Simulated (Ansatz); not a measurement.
# NiGe (space group Pnma, No. 62; non-magnetic)

```xyz
8
Lattice="5.3250 0.0000 0.0000 0.0000 3.4413 0.0000 0.0000 0.0000 5.8000" Properties=species:S:1:pos:R:3 pbc="T T T"
Ni     0.0265     0.8603     1.1137
Ni     2.6890     0.8603     1.7863
Ni     5.2984     2.5810     4.6863
Ni     2.6359     2.5810     4.0137
Ge     1.0136     0.8603     3.3972
Ge     3.6760     0.8603     5.3028
Ge     4.3114     2.5810     2.4028
Ge     1.6489     2.5810     0.4972
```

The values are results of r2SCAN in Ansatz (plane waves to 500 eV, PAW, scalar-relativistic without spin-orbit coupling), not measurements. k-mesh 9×14×8 (Γ-centred); smearing 0.05 eV (Fermi–Dirac).

```json
{
 "volume_per_atom": "13.29 Å³",
 "density": "8.21 g/cm³",
 "band_gap": "zero",
 "total_energy": "-5074.362 eV/atom (σ→0; compares only within this code and set-up)"
}
```

Stability against distortions was not tested. Starting moments died away, wholly or in part, for the base; another magnetic solution may exist. The final runs are not spin-polarised.

Ansatz is a quantum-chemistry and plane-wave program.
